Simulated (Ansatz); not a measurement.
Take AlN in the wurtzite structure (space group P6_3mc, No. 186; a = 3.130 Å, c = 5.018 Å) as the base.

Computed with PBE in Ansatz (plane waves to 420 eV, PAW, no spin-orbit coupling).

For the base:

The volume per atom comes out as 10.65 Å³ and the band gap comes out as 4.03 eV. The gap character is direct at Γ.

Now apply this change: cell and atoms relaxed at a pressure of 4.5 GPa.

Question: Estimate the effect on the volume per atom.

Answer: The volume per atom falls by 0.24 Å³ to 10.41 Å³.

Question: Estimate the effect on the band gap.

Answer: The band gap grows by 0.185 eV (4.03 eV → 4.22 eV).

Question: How does this affect the gap character?

Answer: The gap character remains direct at Γ.

Load acts through the strain it causes; cell and atoms are relaxed under it. Stability against distortions was not tested. Tetrahedral semiconductors of this kind turn to denser phases somewhere between about 1 and 50 GPa; those were not computed, so compressed cells here can lie past the real transition.

Ansatz is a first-principles code.
